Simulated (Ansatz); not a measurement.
Worked example: self-consistent single point of Ba2BiSb2 (Immm, 5 atoms in the cell) in Ansatz (a quantum-chemistry and plane-wave program).

Level of theory: PBEsol, default PAW files made with PBE (plane waves; Ansatz).

```yaml
crystal:
  lattice:
    - [-2.40130, 3.84390, 4.95000]
    - [2.40130, -3.84390, 4.95000]
    - [2.40130, 3.84390, -4.95000]
  atoms:
    - { symbol: Bi, position: [0.00000, 0.00000, 0.00000] }
    - { symbol: Ba, position: [0.72021, 0.22021, 0.50000] }
    - { symbol: Ba, position: [0.27979, 0.77979, 0.50000] }
    - { symbol: Sb, position: [0.70160, 0.50000, 0.20160] }
    - { symbol: Sb, position: [0.29840, 0.50000, 0.79840] }
```

Reference input (self-consistent single point, DFT, PBEsol, plane waves, default PAW files made with PBE): kpoints.mp_grid.grid = 7 7 7; hamiltonian.xc = pbesol; hamiltonian.pseudopotentials = {kind: paw} (the program's default PAW files); scf.occupations.method = gaussian; scf.occupations.width = 0.0073 Ry. This run's input differs from it in these lines:

Ansatz 0.2 input:
```diff
@@ -13,3 +13,3 @@
 kpoints:
-  mp_grid: { grid: [7, 7, 7] }
+  mp_grid: { grid: [9, 9, 9] }
 hamiltonian:
```

Output, abridged:

```
SCF iter   1: F=—  HF=-36787.798706 eV  |F-HF|=—  |Δ(HF+E_count)|=         —  Δρ=2.54e-3  dr2=1.40e-2  ethr=1.77e-3  ⟨swp⟩=9.7  Hψ=24127  notcnv=0
all-band conjugate gradients solve this SCF's bands
preconditioner: auto → Kerker (q_TF=auto, 2.296 Å⁻¹)
SCF iter   2: F=—  HF=-36787.794192 eV  |F-HF|=—  |Δ(HF+E_count)|=   4.51e-3  Δρ=1.69e-3  dr2=6.43e-3  ethr=2.16e-5  ⟨swp⟩=2.5  Hψ=9330  notcnv=0  defer=1
   [... lines left out ...]
SCF iter   4: F=—  HF=-36787.793104 eV  |F-HF|=—  |Δ(HF+E_count)|=   3.47e-4  Δρ=2.43e-4  dr2=1.28e-4  ethr=9.11e-7  ⟨swp⟩=2.0  Hψ=8717  notcnv=0  defer=1
SCF iter   5: F=—  HF=-36787.793087 eV  |F-HF|=—  |Δ(HF+E_count)|=   1.71e-5  Δρ=5.25e-5  dr2=1.05e-5  ethr=1.96e-7  ⟨swp⟩=2.0  Hψ=8695  notcnv=0  defer=1
SCF iter   6: F=—  HF=-36787.793054 eV  |F-HF|=—  |Δ(HF+E_count)|=   3.36e-5  Δρ=2.55e-5  dr2=1.17e-6  ethr=1.62e-8  ⟨swp⟩=2.0  Hψ=5749  notcnv=0  defer=1
SCF iter   7: F=-36787.793053 eV  HF=-36787.793053 eV  |F-HF|=3.15e-8  |Δ(HF+E_count)|=   2.47e-7  Δρ=4.93e-6  dr2=6.98e-8  ethr=1.54e-10  ⟨swp⟩=10.0  Hψ=28612  notcnv=0
SCF 1 converged in 7 iterations: F = -36787.793053 eV  dr2 = 6.98e-8
Free energy (F): -36787.793053 eV
Internal energy: -36787.782414 eV  (E = F + TS)
E sigma→0 (E₀):  -36787.787734 eV
Entropy (-TS):   -0.010640 eV (-2.128 meV/atom)
Fermi energy:    8.999572 eV
--- Forces (eV/Å), atoms counted from 1 ---
  atom   1  Bi     0.00000000     0.00000000    -0.00000000
  atom   2  Ba     0.00000000     0.00000000    -0.01417582
  atom   3  Ba     0.00000000     0.00000000     0.01417582
  atom   4  Sb     0.00000000     0.04636957     0.00000000
  atom   5  Sb     0.00000000    -0.04636957     0.00000000
--- Stress (GPa, compression-positive) ---
       -1.303137       0.000000       0.000000
        0.000000      -1.790896       0.000000
        0.000000       0.000000      -0.203225
  P = ⅓ Tr σ = -1.0991 GPa (-10.991 kbar)
  The stress holds the Pulay correction. Without it, at fixed plane waves, as pw.x and ABINIT print it: P = -1.1152 GPa
```

The run converged in 7 iterations. Against the reference run the free energy hardly moves (within 1 meV/atom), the pressure moves little (-1.11 to -1.10 GPa) and the largest force goes from 0.031 to 0.046 eV/Å.

The starting cell comes from a database of published, mostly measured structures (it also holds non-ambient and calculated ones), without a prior relaxation at this level. Ansatz's pressure includes its estimate of the finite-basis (Pulay) stress.
